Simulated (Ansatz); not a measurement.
An Ansatz (a program for electronic structure) input (Ansatz PBEsol, no spin-orbit coupling):

Ansatz 0.2 input:
```yaml
crystal:
  lattice:
    - [2.8906585606, 0, 0]
    - [0, 2.8906585606, 0]
    - [1.4453292803, -1.4453292803, 1.9838864976]
  atoms:
    - { symbol: Li, position: [0, 0, 0] }
    - { symbol: F, position: [0.5, 0.5, 0] }
basis: { ecutwfc: 420, ecutrho_ratio: 4, xc_grid: 2, fft_grid_basis: typed }
kpoints: { mp_grid: { grid: [14, 14, 14] } }
hamiltonian:
  xc: pbesol
  dispersion: none
  pseudopotentials: { kind: paw }
scf: { occupations: { method: fermi_dirac, width: 0.05 } }
relax: { f_tol: 0.005, max_steps: 50, cell: { stress_tol: 0.01, fix: [a, b, gamma] } }
output: { forces: true, stress: true }
checkpoint: { write: state.ck, write_every: 1000 }
```

**Question.** Which symmetry and how many k-points will the program report, and about how many plane waves at Γ?

**Answer.** Space group I4/mmm (ITA 139) with 16 operations, k-points 244 of 2744, and 331 plane waves at Γ.

**Question.** And the final pressure?

**Answer.** -1.62 GPa (compression positive).

The cells carry an imposed strain or load. Stability against distortions was not tested. The cell was made from LiF in the rock salt structure (space group Fm-3m, No. 225) by this change: biaxial strain +2.00 %, plane normal [001], relaxed out of plane.
